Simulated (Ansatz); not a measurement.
## Hf under a change: isotropic strain +2.50 %

Start from Hf in the hcp (Mg type) structure (space group P6_3/mmc, No. 194; a = 3.117 Å, c = 4.950 Å; relaxed with 0.1 eV smearing).

Now apply this change: every lattice vector is stretched by 2.50 %, atoms relaxed at fixed cell.

Computed with LDA (Ansatz, a first-principles code, PAW, scalar-relativistic without spin-orbit coupling). Settings: 21×21×12 k-points, 0.1 eV Fermi–Dirac smearing.

| quantity | base | changed | shift |
|---|---|---|---|
| volume per atom | 20.83 Å³ | 22.43 Å³ | +1.60 Å³ |
| space group | P6_3/mmc (No. 194) | P6_3/mmc (No. 194) | – |
| energy relative to the base (free energy F) | 0 meV/atom | +41 meV/atom | +41 meV/atom |
| pressure (mean of the normal stresses, compression positive) | 0.0 GPa | -7.8 GPa | -7.8 GPa |
| band gap | zero | zero | – |

Cost of the whole job for the changed cell (relaxation, final SCF and bands): around 40 core-seconds (rough).

Stability against distortions was not tested. The final runs are not spin-polarised.
